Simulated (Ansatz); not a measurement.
Consider PtTe$_{2}$ (space group P-3m1, No. 164; a = 4.009 Å, c = 4.960 Å; layered; relaxed with 0.1 eV smearing). Axes: x lies along a and z along c of the hexagonal cell.

The values are results of Ansatz (a quantum-chemistry and plane-wave program), PBEsol-D3(BJ), PAW, cutoff 420 eV, no spin-orbit coupling, not measurements.

Now apply this change: the cell is compressed by 1.50 % along x with no lateral relaxation; the atoms relax in the strained cell.

### Question
Predict the stress tensor and what it implies for the stiffness.

### Answer
Stress of the strained cell less that of the base (GPa, compression positive):
```
    2.9     0.0     0.0
    0.0     1.0    -0.5
    0.0    -0.5     1.0
```

Then −Δσ_ii/ε with ε = -0.0150 gives secant stiffness values (nonlinear terms included at this strain): C11 ≈ 193 GPa, C12 ≈ 68 GPa and C13 ≈ 65 GPa.

Stability against distortions was not tested. All final runs are without spin polarisation.
